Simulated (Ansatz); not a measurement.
A 16-atom cell of (Hf,Ta)N started in the rock salt structure, site fractions Hf 0.500, Ta 0.500, short-range order 0.00 in the first shell of the mixed sites (0 is random, a negative value favours unlike neighbours), space group Fd-3m at the end, an ordered arrangement that its symmetry holds. The mixed sublattice has 8 sites.

The mixing enthalpy is taken against the end members in the rock salt type (which need not be the stable form of TaN), relaxed in the same cell and mesh, with TaN held in the symmetric form, which may not be a minimum.

These are PBE (plane waves to 420 eV, PAW; Ansatz, a quantum-chemistry and plane-wave program) values and carry that method's errors. No spin–orbit coupling; the runs are not spin-polarised. Its k-point mesh 5×5×5, Fermi–Dirac width 0.05 eV.

| cell | energy at zero smearing (eV) |
|---|---|
| HfN | -128869.449 |
| TaN | -82543.441 |
| HfTaN2 | -105706.653 |

**Question.** Work out the mixing enthalpy per mixed site and the interaction parameter Ω of a regular solution.

**Answer.** With x = 4/8 of the second end member, ΔH = [-105706.653 − 4/8 × (-128869.449) − 4/8 × (-82543.441)] / 8 = -26 meV against the separate end members. Ω = ΔH / x(1 − x) = -104 meV.
